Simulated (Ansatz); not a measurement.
Ansatz (a quantum-chemistry and plane-wave program) run on NaMoO2 (R3m, 4 atoms in the cell): self-consistent single point.

Method: LDA (PW92), default PAW files made with PBE (plane waves; Ansatz).

```xyz
4
Lattice="1.6087 0.9288 5.1932 -1.6087 0.9288 5.1932 0.0000 -1.8576 5.1932" Properties=species:S:1:pos:R:3 pbc="T T T"
Na     0.0000     0.0000     7.8398
Mo     0.0000     0.0000     0.0000
O      0.0000     0.0000     4.1302
O      0.0000     0.0000    11.4495
```
Moments meant for the start (each program seeds them in its own way; μB, in the order of the atoms Na Mo O O): 0.0 2.0 0.0 0.0.

Reference input (self-consistent single point, DFT, LDA (PW92), plane waves, default PAW files made with PBE): basis.ecutwfc = 420 eV; kpoints.mp_grid.grid = 9 9 9; hamiltonian.xc = lda; hamiltonian.pseudopotentials = {kind: paw} (the program's default PAW files); magnetization.spin_polarized = true; scf.occupations.method = fermi_dirac; scf.occupations.width = 0.05 eV. This run's input differs from it in these lines:

Ansatz 0.2 input:
```diff
@@ -14,3 +14,3 @@
   mp_grid:
-    grid: [9, 9, 9]
+    grid: [15, 15, 15]
 hamiltonian:
@@ -23,4 +23,4 @@
   occupations:
-    method: fermi_dirac
-    width: 0.05
+    method: cold
+    width: 0.02
 output:
```

Output, abridged:

```
SCF iter   1: F=—  HF=-7423.311167 eV  |F-HF|=—  |Δ(HF+E_count)|=         —  Δρ=7.84e-2 (↑7.84e-2 ↓4.24e-2)  dr2=8.61e0  dr2_m=6.13e-1  M=0.313 μB ∫|m|=0.325 μB  β_m=0.30  ethr=3.10e-3  ⟨swp⟩=5.4  Hψ=61303  notcnv=0
Mixer restart at iter 1: flushing history
all-band conjugate gradients solve this SCF's bands
preconditioner: auto → Kerker (q_TF=auto, 2.602 Å⁻¹)
spin=Collinear: Kerker preconditioning applied to the charge; magnetization (m = ρ↑ − ρ↓) channel mixes plain (no charge-response kernel on spin).
   [... lines left out ...]
SCF iter  16: F=—  HF=-7420.841654 eV  |F-HF|=—  |Δ(HF+E_count)|=  7.28e-10  S|Δr|=    0.00e0  Δρ=4.92e-7 (↑4.92e-7 ↓4.32e-7)  dr2=2.34e-10  dr2_m=4.02e-11  M=0.151 μB ∫|m|=0.151 μB  β_m=0.91  ethr=1.37e-11  ⟨swp⟩=3.0  Hψ=32747  notcnv=0
SCF iter  17: F=-7420.841654 eV  HF=-7420.841654 eV  |F-HF|=5.46e-12  |Δ(HF+E_count)|=  2.00e-11  S|Δr|=    0.00e0  Δρ=1.04e-7 (↑1.04e-7 ↓7.77e-8)  dr2=8.76e-12  dr2_m=2.13e-12  M=0.151 μB ∫|m|=0.151 μB  ethr=1.00e-12  ⟨swp⟩=2.0  Hψ=30754  notcnv=0
SCF 1 converged in 17 iterations: F = -7420.841654 eV  dr2 = 8.76e-12
WARN: the starting moments were not kept: the SCF closed with an absolute magnetisation of 1.5e-1 μB, where they sum to 2 μB in size (1 site) …
   [... lines left out ...]
Absolute magnetization: 0.1514 μB (∫|ρ↑−ρ↓|, with the PAW one-centre terms)
Free energy (F): -7420.841654 eV
Fermi energy:    12.220805 eV
   [... lines left out ...]
  atom   4  O      0.00000000    -0.00000002     0.48205078
--- Stress (GPa, compression-positive) ---
      -23.582747       0.000000      -0.000000
        0.000000     -23.582747      -0.000001
       -0.000000      -0.000001       0.847511
  P = ⅓ Tr σ = -15.4393 GPa (-154.393 kbar)
  The stress holds the Pulay correction. Without it, at fixed plane waves, as pw.x and ABINIT print it: P = -16.1473 GPa
```

The run converged in 17 iterations. Against the reference run the free energy rises by 3.5 meV/atom, the pressure moves little (-15.42 to -15.44 GPa), the largest force hardly changes (0.474 to 0.482 eV/Å) and the size of the net moment goes from 0.00 to 0.04 μB/atom.

The starting cell comes from a database of computed structures (which also holds hypothetical and non-ambient phases and stackings), without a prior relaxation at this level. Its lattice was rescaled by up to half a per cent. One atom was moved a little off its site on purpose. The moments shrank to a small part of their start, a low-spin state that need not be the lowest. The program warned that a starting moment was not kept. With a pressure of about -15 GPa the cell is away from its equilibrium volume at this level. Ansatz's pressure includes its estimate of the finite-basis (Pulay) stress. Without the estimate this run gives -16.15 GPa.

Cost on one core of a shared machine: roughly 2 min.
